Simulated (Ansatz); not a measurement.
An Ansatz (a quantum-chemistry and plane-wave program) run: TaS2 with a change (uniaxial strain ε_zz = +1.47 %); PBE-D3(BJ) in Ansatz (plane waves to 420 eV, PAW, scalar-relativistic without spin-orbit coupling), earlier PAW set.

Input:

Ansatz 0.2 input:
```yaml
crystal:
  lattice:
    - [3.3318374147, 0, 0]
    - [-1.6659187073, 2.8854558424, 0]
    - [0, 0, 5.8702624261]
  atoms:
    - { symbol: Ta, position: [0, 0, 0] }
    - { symbol: S, position: [0.3333333333, 0.6666666667, 0.2666978248] }
    - { symbol: S, position: [0.6666666667, 0.3333333333, 0.7333021752] }
basis: { ecutwfc: 420, ecutrho_ratio: 4, xc_grid: 2, fft_grid_basis: typed }
kpoints: { mp_grid: { grid: [20, 20, 10] } }
hamiltonian:
  xc: pbe
  dispersion: d3bj
  pseudopotentials: { azcp: { folder: ./paw }, kind: paw }
scf: { occupations: { method: fermi_dirac, width: 0.1 }, convergence: { dr2_threshold: 0.0000000003 } }
relax: { f_tol: 0.005, max_steps: 50 }
output: { forces: true, stress: true }
checkpoint: { write: state.ck, write_every: 1000 }
```

Output (explanatory and most iteration lines left out):

```
Relaxation: its limit of steps is 50 (relax.max_steps)
Pseudopotential: Ta, paw, valence charge 13
Pseudopotential: S, paw, valence charge 6
Crystal: 3 atoms, lattice volume = 56.436 Å³
Basis set: ecut = 420 eV, 1135 PW (Γ), exchange–correlation on 48×48×80 points (8 copies of the dense FFT grid, shifted against one another)
Bands: 17, of which v1, the nominal top of the filled ones, is band 13 counted from 1 (12 counted from 0)
Symmetry: 12 space group operations
Space group: P-3m1 (ITA 164), of the structure as read, at distance tolerance 3.8e-5 Å
k-points: 396 of 4000
Functional: x = pbe(κ = 0.804, μ = 0.2195149727645171), c = pbe(β = 0.06672455060314922)
SCF iter   1: F=—  HF=-11743.118882 eV  |F-HF|=—  |Δ(HF+E_count)|=         —  Δρ=5.78e-2  dr2=7.96e0  ethr=3.10e-3  ⟨swp⟩=6.1  Hψ=40798  notcnv=0
SCF iter   2: F=—  HF=-11742.287468 eV  |F-HF|=—  |Δ(HF+E_count)|=   8.31e-1  Δρ=3.42e-2  dr2=3.31e0  ethr=3.10e-3  ⟨swp⟩=3.0  Hψ=11992  notcnv=0
SCF 1 converged in 10 iterations: F = -11741.695356 eV  dr2 = 1.99e-10
relax step   1: F+E_penalty+E_count = -11741.69535637 eV  Δ(F+E_penalty+E_count) = +0.000e0 eV  max|allowed force component| = 3.246e-1 eV/Å  Δτ_max = 0.0000 Å  (10 SCF iters, accepted)
Crystal: 3 atoms, lattice volume = 56.436 Å³
SCF iter   1: F=—  HF=-11741.698173 eV  |F-HF|=—  |Δ(HF+E_count)|=         —  Δρ=1.82e-3  dr2=1.47e-3  ethr=5.32e-6  ⟨swp⟩=3.0  Hψ=31063  notcnv=0
SCF iter   2: F=—  HF=-11741.697919 eV  |F-HF|=—  |Δ(HF+E_count)|=   2.54e-4  Δρ=1.06e-3  dr2=5.47e-4  ethr=5.32e-6  ⟨swp⟩=1.0  Hψ=6732  notcnv=0
SCF 2 converged in 8 iterations: F = -11741.697765 eV  dr2 = 1.16e-10
relax step   2: F+E_penalty+E_count = -11741.69776521 eV  Δ(F+E_penalty+E_count) = -2.409e-3 eV  max|allowed force component| = 2.634e-1 eV/Å  Δτ_max = 0.0360 Å  (8 SCF iters, accepted)
Crystal: 3 atoms, lattice volume = 56.436 Å³
SCF iter   1: F=—  HF=-11741.702041 eV  |F-HF|=—  |Δ(HF+E_count)|=         —  Δρ=7.87e-4  dr2=2.83e-4  ethr=1.10e-5  ⟨swp⟩=3.3  Hψ=22016  notcnv=0
SCF iter   2: F=—  HF=-11741.702003 eV  |F-HF|=—  |Δ(HF+E_count)|=   3.89e-5  Δρ=4.58e-4  dr2=1.02e-4  ethr=1.13e-6  ⟨swp⟩=1.3  Hψ=10466  notcnv=0
SCF 3 converged in 8 iterations: F = -11741.701926 eV  dr2 = 3.33e-11
relax step   3: F+E_penalty+E_count = -11741.70192645 eV  Δ(F+E_penalty+E_count) = -4.161e-3 eV  max|allowed force component| = 4.476e-3 eV/Å  Δτ_max = 0.0156 Å  (8 SCF iters, accepted)
SCF converged after 8 iterations
Free energy (F): -11741.701926 eV
Internal energy: -11741.657146 eV  (E = F + TS)
E sigma→0 (E₀):  -11741.679536 eV
Entropy (-TS):   -0.044781 eV (-14.927 meV/atom)
Fermi energy:    10.785542 eV
  E_disp       = -1.254833  (pairwise vdW)
--- Forces (eV/Å), atoms counted from 1 ---
  atom   1  Ta     0.00000000     0.00000000     0.00000000
  atom   2  S     -0.00000000    -0.00000000     0.00447624
  atom   3  S      0.00000000     0.00000000    -0.00447624
--- Stress (GPa, compression-positive) ---
       -0.138940      -0.000000      -0.000000
        0.000000      -0.138940       0.000000
       -0.000000      -0.000000      -0.749442
  P = ⅓ Tr σ = -0.3424 GPa (-3.424 kbar)
--- Relaxed structure (3 steps of the walk, 3 accepted, 0 SCFs on fresh bases) ---
  atoms:
    - { symbol: Ta, position: [-6.323290086494654e-35, 1.4832472075156118e-35, 0.0] }
    - { symbol: S, position: [0.33333333333333326, 0.6666666666666665, 0.26322146933834245] }
    - { symbol: S, position: [0.6666666666666665, 0.33333333333333326, 0.736778530661657] }
```

Stability against distortions was not tested. All final runs are without spin polarisation. The cell was made from TaS$_{2}$ in the CdI2 type structure (space group P-3m1, No. 164; layered, stacked along the Cartesian z axis) by this change: uniaxial strain ε_zz = +1.47 %.
